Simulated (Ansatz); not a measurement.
An Ansatz (an electronic-structure program) run: ZnGeP2 with a change (holes 3.0×10^21 cm⁻³); Kohn–Sham DFT with the PBEsol functional, run in Ansatz with PAW and 420 eV plane waves, without spin-orbit coupling.

Input:

Ansatz 0.2 input:
```yaml
crystal:
  lattice:
    - [-2.7120951861, 2.7120951861, 5.3547287718]
    - [2.7120951861, -2.7120951861, 5.3547287718]
    - [2.7120951861, 2.7120951861, -5.3547287718]
  atoms:
    - { symbol: Zn, position: [0.75, 0.25, 0.5] }
    - { symbol: Zn, position: [0, 0, 0] }
    - { symbol: Ge, position: [0.25, 0.75, 0.5] }
    - { symbol: Ge, position: [0.5, 0.5, 0] }
    - { symbol: P, position: [0.1266659401, 0.125, 0.5016659401] }
    - { symbol: P, position: [0.6233340599, 0.625, 0.4983340599] }
    - { symbol: P, position: [0.375, 0.8733340599, 0.9983340599] }
    - { symbol: P, position: [0.875, 0.3766659401, 0.0016659401] }
basis: { ecutwfc: 420, ecutrho_ratio: 4, xc_grid: 2, fft_grid_basis: typed }
kpoints: { mp_grid: { grid: [12, 12, 12] } }
hamiltonian:
  xc: pbesol
  dispersion: none
  pseudopotentials: { kind: paw }
total_charge: 0.472638
scf: { occupations: { method: fermi_dirac, width: 0.0259 }, convergence: { dr2_threshold: 0.0000000008 } }
relax: { f_tol: 0.005, max_steps: 30 }
output: { forces: true, stress: true }
checkpoint: { write: state.ck, write_every: 1000 }
```

Output (explanatory and most iteration lines left out):

```
Relaxation: its limit of steps is 30 (relax.max_steps)
Pseudopotential: Zn, paw, valence charge 12
Pseudopotential: Ge, paw, valence charge 14
Pseudopotential: P, paw, valence charge 5
Crystal: 8 atoms, lattice volume = 157.546 Å³
Basis set: ecut = 420 eV, 3033 PW (Γ), exchange–correlation on 90×90×90 points (8 copies of the dense FFT grid, shifted against one another)
Bands: 44, of which v1, the nominal top of the filled ones, is band 36 counted from 1 (35 counted from 0)
Symmetry: 8 space group operations
Space group: I-42d (ITA 122), of the structure as read, at distance tolerance 5.4e-5 Å
k-points: 163 of 1728 (time reversal used)
Functional: x = pbesol(κ = 0.804, μ = 0.12345679012345678), c = pbesol(β = 0.046)
SCF iter   1: F=—  HF=-18034.328017 eV  |F-HF|=—  |Δ(HF+E_count)|=         —  Δρ=2.37e-2  dr2=7.93e-1  ethr=1.77e-3  ⟨swp⟩=8.9  Hψ=34103  notcnv=0  defer=6
SCF iter   2: F=—  HF=-18034.086053 eV  |F-HF|=—  |Δ(HF+E_count)|=   2.42e-1  Δρ=6.80e-3  dr2=9.31e-2  ethr=1.11e-3  ⟨swp⟩=2.0  Hψ=12768  notcnv=0  defer=451
SCF 1 converged in 11 iterations: F = -18034.025211 eV  dr2 = 3.38e-10
relax step   1: F+E_penalty+E_count = -18034.02521081 eV  Δ(F+E_penalty+E_count) = +0.000e0 eV  max|allowed force component| = 1.125e-1 eV/Å  Δτ_max = 0.0000 Å  (11 SCF iters, accepted)
Crystal: 8 atoms, lattice volume = 157.546 Å³
SCF iter   1: F=—  HF=-18034.027083 eV  |F-HF|=—  |Δ(HF+E_count)|=         —  Δρ=4.17e-4  dr2=1.99e-4  ethr=2.65e-7  ⟨swp⟩=3.0  Hψ=25149  notcnv=0  defer=455
SCF iter   2: F=—  HF=-18034.027061 eV  |F-HF|=—  |Δ(HF+E_count)|=   2.27e-5  Δρ=2.08e-4  dr2=7.16e-5  ethr=2.65e-7  ⟨swp⟩=2.0  Hψ=8155  notcnv=0  defer=455
SCF 2 converged in 8 iterations: F = -18034.027094 eV  dr2 = 3.28e-10
relax step   2: F+E_penalty+E_count = -18034.02709423 eV  Δ(F+E_penalty+E_count) = -1.883e-3 eV  max|allowed force component| = 4.158e-2 eV/Å  Δτ_max = 0.0061 Å  (8 SCF iters, accepted)
Crystal: 8 atoms, lattice volume = 157.546 Å³
SCF iter   1: F=—  HF=-18034.027359 eV  |F-HF|=—  |Δ(HF+E_count)|=         —  Δρ=2.45e-4  dr2=6.79e-5  ethr=9.53e-7  ⟨swp⟩=3.1  Hψ=16852  notcnv=0  defer=453
SCF iter   2: F=—  HF=-18034.027352 eV  |F-HF|=—  |Δ(HF+E_count)|=   6.69e-6  Δρ=1.22e-4  dr2=2.52e-5  ethr=9.49e-8  ⟨swp⟩=2.0  Hψ=10362  notcnv=0  defer=453
SCF 3 converged in 8 iterations: F = -18034.027392 eV  dr2 = 7.87e-11
relax step   3: F+E_penalty+E_count = -18034.02739245 eV  Δ(F+E_penalty+E_count) = -2.982e-4 eV  max|allowed force component| = 6.598e-5 eV/Å  Δτ_max = 0.0036 Å  (8 SCF iters, accepted)
SCF converged after 8 iterations
Free energy (F): -18034.027392 eV
Internal energy: -18034.022824 eV  (E = F + TS)
E sigma→0 (E₀):  -18034.025108 eV
Entropy (-TS):   -0.004568 eV (-0.571 meV/atom)
Fermi energy:    6.937309 eV
--- Forces (eV/Å), atoms counted from 1 ---
  atom   1  Zn    -0.00000000    -0.00000000     0.00000000
  atom   2  Zn    -0.00000000     0.00000000     0.00000000
  atom   3  Ge    -0.00000000    -0.00000000     0.00000000
  atom   4  Ge    -0.00000000     0.00000000     0.00000000
  atom   5  P     -0.00000000    -0.00006598    -0.00000000
  atom   6  P     -0.00000000     0.00006598     0.00000000
  atom   7  P      0.00006598     0.00000000    -0.00000000
  atom   8  P     -0.00006598    -0.00000000    -0.00000000
--- Stress (GPa, compression-positive) ---
        0.165277      -0.000000      -0.000000
       -0.000000       0.165277      -0.000000
       -0.000000      -0.000000       0.246393
  P = ⅓ Tr σ = 0.1923 GPa (1.923 kbar)
--- Relaxed structure (3 steps of the walk, 3 accepted, 0 SCFs on fresh bases) ---
  atoms:
    - { symbol: Zn, position: [0.75, 0.25000000000000006, 0.5] }
    - { symbol: Zn, position: [-4.997069138844414e-20, -4.706606058995208e-36, -4.9970691388444135e-20] }
    - { symbol: Ge, position: [0.25000000000000006, 0.75, 0.5] }
    - { symbol: Ge, position: [0.5, 0.5, -4.9970691388444135e-20] }
    - { symbol: P, position: [0.12487881522810426, 0.125, 0.4998788152281043] }
    - { symbol: P, position: [0.6251211847718958, 0.625, 0.5001211847718958] }
    - { symbol: P, position: [0.37500000000000006, 0.8751211847718956, 1.0001211847718956] }
    - { symbol: P, position: [0.8750000000000001, 0.37487881522810435, -0.00012118477189576593] }
```

Carriers are added with a uniform compensating background; total energy and stress of such cells depend on the potential's zero and are not compared; many-body gap narrowing is missing at this level. No phonon test of stability was made. The cell was made from ZnGeP₂ in the chalcopyrite structure (space group I-42d, No. 122) by this change: holes 3.0×10^21 cm⁻³.
